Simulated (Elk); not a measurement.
Elk run on Ge3Rh (I4/mmm, 4 atoms in the cell): self-consistent single point.

Method: LDA (PW92), all-electron FP-LAPW, Elk's shipped species files, APW+lo basis with extra local orbitals (Elk).

The change in words: lattice scaled by 0.98. Reference geometry:
```
CELL_PARAMETERS angstrom
     -2.12256     2.12256     3.73766
      2.12256    -2.12256     3.73766
      2.12256     2.12256    -3.73766
ATOMIC_POSITIONS crystal
  Ge 0.75000 0.25000 0.50000
  Ge 0.25000 0.75000 0.50000
  Ge 0.50000 0.50000 0.00000
  Rh 0.00000 0.00000 0.00000
```

Reference input (self-consistent single point, DFT, LDA (PW92), all-electron FP-LAPW, Elk's shipped species files, APW+lo basis with extra local orbitals): rgkmax = 8; stype = 0; swidth = 0.00183747 Ha; ngridk = 8 8 8; gmaxvr = 14 1/bohr; nxlo = 2; lorbcnd = true; lmaxi = 3; maxscl = 100. This run's input differs from it in these lines:

```diff
@@ -28,5 +28,5 @@
 avec
-   -4.0110570831    4.0110570831    7.0631442983
-    4.0110570831   -4.0110570831    7.0631442983
-    4.0110570831    4.0110570831   -7.0631442983
+   -3.9308363194    3.9308363194    6.9218816013
+    3.9308363194   -3.9308363194    6.9218816013
+    3.9308363194    3.9308363194   -6.9218816013
```

The program printed (abridged):

```
│ Self-consistent loop started │
│ Loop number : 1 │
 total energy                :     -11075.0191678
│ Loop number : 2 │
 total energy                :     -11075.3898168
RMS change in Kohn-Sham potential (target) :   0.7815461682E-01 (  0.1000000000E-05)
Absolute change in total energy (target)   :   0.3706490049     (  0.1000000000E-03)
│ Loop number : 3 │
 total energy                :     -11075.5071020
RMS change in Kohn-Sham potential (target) :   0.7569239963E-01 (  0.1000000000E-05)
Absolute change in total energy (target)   :   0.2099474690     (  0.1000000000E-03)
│ Loop number : 4 │
   [... lines left out ...]
Absolute change in total energy (target)   :   0.2669606947E-03 (  0.1000000000E-03)
│ Loop number : 14 │
 total energy                :     -11069.2652231
RMS change in Kohn-Sham potential (target) :   0.2063302583E-06 (  0.1000000000E-05)
Absolute change in total energy (target)   :   0.1664338924E-03 (  0.1000000000E-03)
│ Loop number : 15 │
 total energy                :     -11069.2652423
RMS change in Kohn-Sham potential (target) :   0.9057738180E-07 (  0.1000000000E-05)
Absolute change in total energy (target)   :   0.6086313806E-04 (  0.1000000000E-03)
Convergence targets achieved

│ Loop number : 16 │

Energies :
 Fermi                       :     0.331364425152
 total energy                :     -11069.2652588

Density of states at Fermi energy :    48.46102168
 (states/Hartree/unit cell)

Estimated indirect band gap :   0.1134734662E-02
 from k-point     24 to k-point     57
Estimated direct band gap   :   0.6214035703E-02
 at k-point     56

Charges :
 core                        :    82.00000000
 valence                     :    59.00000000
 interstitial                :    5.283696556
 muffin-tins (core leakage)
  species :    1 (Ge)
   atom    1                 :    30.53522283     (  0.3464314511E-03)
   atom    2                 :    30.53522283     (  0.3464314511E-03)
   atom    3                 :    30.52300545     (  0.3467075812E-03)
  species :    2 (Rh)
   atom    1                 :    44.12285233     (  0.1136485039E-07)
 total in muffin-tins        :    135.7163034
 total calculated charge     :    140.9775331
 total charge                :    141.0000000
 error                       :   0.2246690517E-01

│ Self-consistent loop stopped │
```

The run converged in 16 iterations. The count includes the last loop, which Elk runs after its targets are met. Against the reference run the total energy goes down by 35.4 meV/atom.

The starting cell comes from a database of computed structures (which also holds hypothetical and non-ambient phases and stackings), without a prior relaxation at this level. For this run, on top of that: lattice scaled by 0.98. Spin polarisation is off. Values depend on the basis (sphere radii, cutoffs, local orbitals), which need not be converged. The log's line on a gap gives a spacing of levels on this mesh, which the program prints for metals too.

Cost on one core of a shared machine: roughly 40 s.
